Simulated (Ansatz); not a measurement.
Take MgO in the rock salt structure (space group Fm-3m, No. 225) as the base.

```yaml
crystal:
  lattice:
    - [0.00000, 2.10221, 2.10221]
    - [2.10221, 0.00000, 2.10221]
    - [2.10221, 2.10221, 0.00000]
  atoms:
    - { symbol: Mg, position: [0.00000, 0.00000, 0.00000] }
    - { symbol: O, position: [0.50000, 0.50000, 0.50000] }
```

Cartesian axes are those of the cell as printed.

Level of theory: Ansatz (a first-principles code) r2SCAN, no spin-orbit coupling.

Before the change:

Band gap: 5.68 eV
Valence-band top at Γ: 0.00, 0.00, 0.00 eV
Shortest interatomic distance: 210.2 pm

It is then changed as follows: tensile biaxial strain of 1.67 % in the plane normal to [111], as in epitaxy on a mismatched substrate; the out-of-plane cell vector and the atoms relax.

**Question.** Predict the new band gap.

**Answer.** The band gap decreases by 0.39 eV, from 5.68 eV to 5.29 eV.

**Question.** Predict the new out-of-plane strain.

**Answer.** The out-of-plane strain amounts to -0.55 %.

**Question.** Estimate the effect on the valence-band top at Γ.

**Answer.** The valence-band top at Γ (three highest levels, from the VBM) becomes 0.00, -0.16, -0.16 eV (base: 0.00, 0.00, 0.00 eV).

**Question.** How does this affect the shortest interatomic distance?

**Answer.** The shortest interatomic distance increases by 2.0 pm, from 210.2 pm to 212.2 pm.

Stability against distortions was not tested.
